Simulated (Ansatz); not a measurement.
**WSe2, pressure series**

The reference is WSe$_{2}$ (space group P6_3/mmc, No. 194; a = 3.279 Å, c = 12.786 Å; layered, stacked along the Cartesian z axis).

Cell and atoms are relaxed at each pressure.

Calculations: PBE-D3(BJ) in Ansatz (plane waves to 420 eV, PAW, no spin-orbit coupling).

```json
[
 {"pressure (GPa)": "-2", "volume per atom (Å³/atom)": "21.046"},
 {"pressure (GPa)": "-1", "volume per atom (Å³/atom)": "?"},
 {"pressure (GPa)": "0", "volume per atom (Å³/atom)": "19.843"},
 {"pressure (GPa)": "0.7", "volume per atom (Å³/atom)": "19.581"},
 {"pressure (GPa)": "1.5", "volume per atom (Å³/atom)": "19.322"},
 {"pressure (GPa)": "3", "volume per atom (Å³/atom)": "18.912"},
 {"pressure (GPa)": "5", "volume per atom (Å³/atom)": "18.466"},
 {"pressure (GPa)": "7.5", "volume per atom (Å³/atom)": "18.003"},
 {"pressure (GPa)": "10", "volume per atom (Å³/atom)": "17.613"}
]
```

**Question.** Fit the third-order Birch–Murnaghan form P(V) = (3B₀/2)[(V₀/V)^(7/3) − (V₀/V)^(5/3)]·[1 + (3/4)(B₀′ − 4)((V₀/V)^(2/3) − 1)] (squares taken in P) to the rows shown and predict the withheld row.

**Answer.** Least squares on the printed values gives V₀ = 19.865 Å³/atom, B₀ = 47.7 GPa, B₀′ = 10.0; this predicts 20.340 Å³/atom, and the run gives 20.312 Å³/atom, 0.028 lower.

Load acts through the strain it causes; cell and atoms are relaxed under it. Whether these cells are dynamically stable was not tested. Competing high-pressure phases were not computed.

Ansatz is a quantum-chemistry and plane-wave program.
